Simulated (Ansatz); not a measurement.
**Hypothetical CsCl type SiGe, pressure series**

The reference is SiGe in the CsCl type structure (space group Pm-3m, No. 221; a hypothetical phase, not in the database extracts checked).

```
CELL_PARAMETERS angstrom
      3.19976     0.00000     0.00000
      0.00000     3.19976     0.00000
      0.00000     0.00000     3.19976
ATOMIC_POSITIONS crystal
  Ge 0.00000 0.00000 0.00000
  Si 0.50000 0.50000 0.50000
```

Cell and atoms are relaxed at each pressure.

Computed with DFT with PBEsol, PAW potentials and a 420 eV plane-wave cutoff in Ansatz (a program for electronic structure), without spin-orbit coupling.

| P (GPa) | V (Å³/atom) |
|---|---|
| -2.00 | 16.788 |
| -1.00 | 16.577 |
| 0.30 | 16.323 |
| 0.70 | 16.250 |
| 1.50 | 16.108 |
| 2.99 | 15.861 |
| 5.00 | 15.557 |
| 7.50 | 15.218 |
| 10.00 | 14.913 |

A third-order Birch–Murnaghan fit to these points gives V₀ = 16.38 Å³/atom, B₀ = 86 GPa and B₀′ = 4.5. At pressure 10 GPa the volume is 91.0 % of V₀.

Load acts through the strain it causes; cell and atoms are relaxed under it. Whether these cells are dynamically stable was not tested. Competing high-pressure phases were not computed. All final runs are without spin polarisation.
